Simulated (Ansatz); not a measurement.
1T (CdI2-type) MgI₂, treated with PBE-D3(BJ) (Ansatz, a first-principles code, PAW).

### Question
What does this level give for the interlayer binding energy, layer repeat distance and gap between the layers?

### Answer

* **interlayer binding energy**: 13.7 meV/Å²
* **layer repeat distance**: 6.830 Å
* **gap between the layers**: 3.476 Å

Spin–orbit coupling is not included.

Computed values are for the static lattice.

Cost on a shared machine: about 4 core-minutes (a rough figure).
